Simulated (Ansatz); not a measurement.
## How far to go with the k-point mesh: Fe (Im-3m, 1 atom in the cell)

```yaml
crystal:
  lattice:
    - [-1.43070, 1.43070, 1.43070]
    - [1.43070, -1.43070, 1.43070]
    - [1.43070, 1.43070, -1.43070]
  atoms:
    - { symbol: Fe, position: [0.00000, 0.00000, 0.00000], spin: 2.5 }
```
(The spins are starting values, not results.)

Method of the run: PBE (plane waves, PAW; Ansatz, a program for electronic structure).

Base settings: basis.ecutwfc = 420 eV; kpoints.mp_grid.grid = 16 16 16; hamiltonian.xc = pbe; hamiltonian.pseudopotentials = {kind: paw} (the program's default PAW files); magnetization.spin_polarized = true; scf.occupations.method = gaussian; scf.occupations.width = 0.1 eV.

The second cell is the first with its lattice scaled by 0.98.

Only quantities that move along the ladder and can be compared are tabulated.

The magnetic state is not the same in all runs (site moments differ, or a search went on to a lower state), so steps between rows are not convergence errors alone.

The count of work is k-points × plane waves × bands × iterations; it is no time. Core times come from one kind of shared machine, to one figure; runs under 30 s give none.

The starting cell has typed, rounded lattice constants, without a prior relaxation at this level. Its lattice was rescaled by up to half a per cent. With one magnetic atom in the cell only a parallel order is possible. In the base run, with a pressure of about -5 GPa the cell is away from its equilibrium volume at this level. Ansatz's pressure includes its estimate of the finite-basis (Pulay) stress.

| kpoints.mp_grid.grid | free energy less the last step's (meV/atom) | energy of the compressed cell less the first (meV/atom) | pressure (GPa) | net moment (μB/atom) | count of work / last | core time / last (rough) |
|---|---|---|---|---|---|---|
| 3 3 3 | -40.33 | 79.48 | 10.84 | 2.963 | 0.0013 | – |
| 4 4 4 | 13.57 | -17.19 | -9.64 | 2.000 | 0.0036 | – |
| 5 5 5 | 46.58 | -11.85 | -7.80 | 2.048 | 0.0030 | – |
| 6 6 6 | -36.08 | 0.07 | -6.35 | 2.222 | 0.0049 | – |
| 7 7 7 | -11.08 | 6.92 | -4.39 | 2.311 | 0.0061 | – |
| 8 8 8 | 11.07 | 0.15 | -2.69 | 2.349 | 0.0088 | – |
| 9 9 9 | -0.78 | -7.77 | -7.62 | 2.112 | 0.014 | – |
| 10 10 10 | -4.42 | -3.70 | -7.04 | 2.141 | 0.014 | – |
| 11 11 11 | 0.33 | 4.39 | -5.21 | 2.240 | 0.017 | – |
| 12 12 12 | -1.81 | -1.29 | -4.99 | 2.247 | 0.022 | – |
| 14 14 14 | -1.63 | -0.54 | -5.96 | 2.212 | 0.032 | – |
| 15 15 15 | -1.41 | 0.24 | -5.69 | 2.211 | 0.036 | – |
| 16 16 16 | 1.12 | 0.21 | -5.01 | 2.251 | 0.040 | – |
| 17 17 17 | 0.31 | -2.14 | -5.79 | 2.209 | 0.055 | – |
| 19 19 19 | 0.11 | 0.85 | -5.69 | 2.217 | 0.067 | – |
| 21 21 21 | 0.83 | -2.30 | -5.76 | 2.209 | 0.078 | – |
| 23 23 23 | -0.65 | -0.49 | -5.83 | 2.208 | 0.12 | – |
| 28 28 28 | -0.24 | -0.69 | -5.62 | 2.218 | 0.19 | – |
| 31 31 31 | -0.24 | -0.71 | -5.77 | 2.211 | 0.22 | – |
| 35 35 35 | 0.05 | -0.76 | -5.73 | 2.212 | 0.31 | – |
| 39 39 39 | -0.07 | -0.83 | -5.74 | 2.212 | 0.42 | 0.6 |
| 43 43 43 | 0.03 | -0.87 | -5.72 | 2.213 | 0.62 | 0.6 |
| 48 48 48 | 0.01 | -0.94 | -5.71 | 2.213 | 0.76 | 0.7 |
| 53 53 53 | 0.00 | -0.93 | -5.71 | 2.213 | 1.0 | 1 |

Coarsest kpoints.mp_grid.grid that holds the energy of the compressed cell less the first within 0.5 meV/atom of the last step, with all finer ones: 23 23 23, at 0.12 of the last step's count of work; the step before is off by 1.4 meV/atom.

Coarsest kpoints.mp_grid.grid that holds the pressure within 0.2 GPa of the last step, with all finer ones: 17 17 17, at 0.055 of the last step's count of work; the step before is off by 0.71 GPa.

Coarsest kpoints.mp_grid.grid that holds the free energy within 1 meV/atom of the last step, with all finer ones: 17 17 17, at 0.055 of the last step's count of work; the step before is off by 1.1 meV/atom.

Two neighbours can agree and both be off: 15 15 15 and 16 16 16 differ by 0.04 meV/atom in the energy of the compressed cell less the first, yet lie about 1.1 meV/atom from the last step.

Keys are those of Ansatz 0.2.
